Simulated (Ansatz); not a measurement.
Electronic density of states of amorphous Hf18O34, density 9.27 g/cm³, on a 2×2×2 Γ-centred mesh with a Gaussian width of 0.1 eV; energies count from the Fermi level, whose place inside the gap is arbitrary. Cell and mesh are small, so fine structure isn't converged. Computed with PBE, scalar-relativistic without spin-orbit coupling (plane waves to 420 eV, PAW; Ansatz, a first-principles code). Sampling: a 2×2×2 Γ-centred mesh; Fermi-Dirac width 0.02 eV; no spin polarisation. The usual formal charges leave 4 electrons over, so the level spacing at the Fermi energy parts defect or band states and needn't be the band gap.

The cell was made by melting and quenching with the CHGNet potential and then relaxed with DFT. O atoms were pushed apart under 1.9 Å during the dynamics, to hinder bonds among them. The hot cell started wider than the set density and was brought back towards it in steps. It is the lowest in DFT energy of 4 quenches. It is a model cell: composition and starting density were chosen by hand, and all elements were melted together. No dispersion term was used. Its density started from a set value of 9.27 and ended at 9.27 g/cm³. The quench (nominally 450 K/ps over its main leg) was far faster than any real one, so the model tends to hold more defects than a real film. A cell of this size samples the disorder only roughly. The volume was held where the preparation left it, at a PBE pressure of -0.9 GPa (tension). Stress components on the final sampling reach 3.1 GPa.

```
E - EF (eV)  states/(eV atom)
-----------  ----------------
-12.00                   0.00
-11.90                   0.00
-11.80                   0.00
-11.70                   0.00
-11.60                   0.00
-11.50                   0.00
-11.40                   0.00
-11.30                   0.00
-11.20                   0.00
-11.10                   0.00
-11.00                   0.00
-10.90                   0.00
-10.80                   0.00
-10.70                   0.00
-10.60                   0.00
-10.50                   0.00
-10.40                   0.00
-10.30                   0.00
-10.20                   0.00
-10.10                   0.00
-10.00                   0.00
-9.90                    0.00
-9.80                    0.00
-9.70                    0.00
-9.60                    0.00
-9.50                    0.00
-9.40                    0.00
-9.30                    0.00
-9.20                    0.00
-9.10                    0.00
-9.00                    0.00
-8.90                    0.00
-8.80                    0.00
-8.70                    0.05
-8.60                    0.17
-8.50                    0.27
-8.40                    0.38
-8.30                    0.47
-8.20                    0.52
-8.10                    0.54
-8.00                    0.54
-7.90                    0.61
-7.80                    0.68
-7.70                    0.72
-7.60                    0.77
-7.50                    0.85
-7.40                    0.90
-7.30                    0.95
-7.20                    0.93
-7.10                    0.94
-7.00                    0.91
-6.90                    0.85
-6.80                    0.86
-6.70                    0.86
-6.60                    0.82
-6.50                    0.81
-6.40                    0.79
-6.30                    0.83
-6.20                    0.84
-6.10                    0.79
-6.00                    0.76
-5.90                    0.77
-5.80                    0.82
-5.70                    0.89
-5.60                    0.88
-5.50                    0.89
-5.40                    0.95
-5.30                    0.94
-5.20                    0.84
-5.10                    0.87
-5.00                    0.94
-4.90                    0.88
-4.80                    0.92
-4.70                    0.94
-4.60                    0.95
-4.50                    0.93
-4.40                    0.86
-4.30                    0.85
-4.20                    0.81
-4.10                    0.85
-4.00                    0.81
-3.90                    0.70
-3.80                    0.66
-3.70                    0.57
-3.60                    0.25
-3.50                    0.04
-3.40                    0.00
-3.30                    0.00
-3.20                    0.00
-3.10                    0.00
-3.00                    0.00
-2.90                    0.00
-2.80                    0.00
-2.70                    0.00
-2.60                    0.00
-2.50                    0.00
-2.40                    0.00
-2.30                    0.00
-2.20                    0.00
-2.10                    0.00
-2.00                    0.00
-1.90                    0.00
-1.80                    0.00
-1.70                    0.00
-1.60                    0.00
-1.50                    0.00
-1.40                    0.00
-1.30                    0.00
-1.20                    0.00
-1.10                    0.01
-1.00                    0.05
-0.90                    0.16
-0.80                    0.14
-0.70                    0.03
-0.60                    0.00
-0.50                    0.05
-0.40                    0.16
-0.30                    0.14
-0.20                    0.03
-0.10                    0.00
0.00                     0.00
0.10                     0.00
0.20                     0.03
0.30                     0.12
0.40                     0.25
0.50                     0.25
0.60                     0.19
0.70                     0.31
0.80                     0.41
0.90                     0.43
1.00                     0.42
1.10                     0.42
1.20                     0.54
1.30                     0.57
1.40                     0.60
1.50                     0.66
1.60                     0.63
1.70                     0.67
1.80                     0.77
1.90                     0.75
2.00                     0.67
2.10                     0.73
2.20                     0.81
2.30                     0.73
2.40                     0.66
2.50                     0.72
2.60                     0.71
2.70                     0.72
2.80                     0.75
2.90                     0.78
3.00                     0.79
3.10                     0.73
3.20                     0.73
3.30                     0.73
```

The level spacing at the Fermi energy on this mesh is 0.58 eV; the broadening fills part of it in the curve.
